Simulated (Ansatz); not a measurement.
Take Ti in the hcp (Mg type) structure (space group P6_3/mmc, No. 194; a = 2.939 Å, c = 4.650 Å) as the base.

Structures relaxed with PBE (Ansatz, a program for electronic structure; PAW; 420 eV plane waves; scalar-relativistic without spin-orbit coupling).

Base:

Simulated powder pattern, Cu Kα, λ = 1.54184 Å (kinematic, ideal powder, no thermal factors, no anomalous dispersion; the 14 strongest lines at most, above 2 %, up to 2θ = 90°):

```csv
2θ (°),I/Imax (%),hkl
35.26,25,(100)
38.73,25,(002)
40.40,100,(101)
53.37,14,(102)
63.28,15,(110)
71.23,15,(103)
74.56,2.2,(200)
76.72,16,(112)
77.81,12,(201)
83.08,2.2,(004)
87.35,2.9,(202)
```

It is then changed as follows: every Ti is replaced by Hf; the structure is relaxed again.

**Question.** How do the reflections move or split?

**Answer.** 
Simulated powder pattern, Cu Kα, λ = 1.54184 Å (kinematic, ideal powder, no thermal factors, no anomalous dispersion; the 14 strongest lines at most, above 2 %, up to 2θ = 90°):

```json
[
 {"2θ (°)": "32.26", "d (Å)": "2.775", "I/Imax (%)": "24", "hkl": "(100)"},
 {"2θ (°)": "35.42", "d (Å)": "2.535", "I/Imax (%)": "25", "hkl": "(002)"},
 {"2θ (°)": "36.93", "d (Å)": "2.434", "I/Imax (%)": "100", "hkl": "(101)"},
 {"2θ (°)": "48.65", "d (Å)": "1.871", "I/Imax (%)": "16", "hkl": "(102)"},
 {"2θ (°)": "57.53", "d (Å)": "1.602", "I/Imax (%)": "19", "hkl": "(110)"},
 {"2θ (°)": "64.58", "d (Å)": "1.443", "I/Imax (%)": "20", "hkl": "(103)"},
 {"2θ (°)": "67.51", "d (Å)": "1.387", "I/Imax (%)": "3.0", "hkl": "(200)"},
 {"2θ (°)": "69.40", "d (Å)": "1.354", "I/Imax (%)": "22", "hkl": "(112)"},
 {"2θ (°)": "70.35", "d (Å)": "1.338", "I/Imax (%)": "16", "hkl": "(201)"},
 {"2θ (°)": "74.94", "d (Å)": "1.267", "I/Imax (%)": "3.0", "hkl": "(004)"},
 {"2θ (°)": "78.61", "d (Å)": "1.217", "I/Imax (%)": "3.9", "hkl": "(202)"},
 {"2θ (°)": "83.94", "d (Å)": "1.153", "I/Imax (%)": "3.4", "hkl": "(104)"}
]
```

The indices refer to each structure's own conventional cell; one index is shown for lines that coincide.

Whether these cells are dynamically stable was not tested. All final runs are without spin polarisation.
